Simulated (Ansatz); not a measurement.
GaN (P6_3mc), r2SCAN with spin-orbit coupling, rigid bands (Ansatz, a first-principles code): Condition of this run: uniaxial stress along c of 16 GPa (compression positive) (the target of the relaxation). band gap 2.40 eV, N_c = 2.24e18 cm⁻³ and N_v = 2.15e19 cm⁻³ at 300 K, conductivity masses along y (a = (3.22, 0.00, 0.00) Å; b = (-1.61, 2.79, 0.00) Å; c = (0.00, 0.00, 4.94) Å) of 0.204 mₑ (electrons) and 1.70 mₑ (holes). Take k_BT = 0.02585 eV.

Q: What thermal injection velocity √(2k_BT/πm) limits a ballistic channel along the direction named?

A: 1.19e7 cm/s for electrons and 4.13e6 cm/s for holes, a ratio of √(m_h/m_e) = 2.89, for dilute carriers.

Q: Find the intrinsic carrier density and the intrinsic Fermi level.

A: n_i = √(N_c N_v) exp(−E_g/2k_BT) = 6.94e18 × exp(−46.42) = 4.8e-2 cm⁻³. The level lies (k_BT/2) ln(N_v/N_c) = 29 meV from mid-gap (positive towards the conduction band). Each 0.1 eV added to the gap lowers n_i by a factor of 6.9.

Q: What built-in voltage has an abrupt junction with N_A = 1e17 and N_D = 1e17 cm⁻³, all dopants ionised?

A: V_bi = E_g/e − (k_BT/e) ln(N_c N_v/(N_A N_D)) = 2.40 − 0.02585 × 8.48 = 2.18 V. It follows the computed gap one for one.

Rigid, parabolic bands with the computed gap; masses take one relaxation time for all states. Geometry: cell and atoms relaxed with PBEsol.
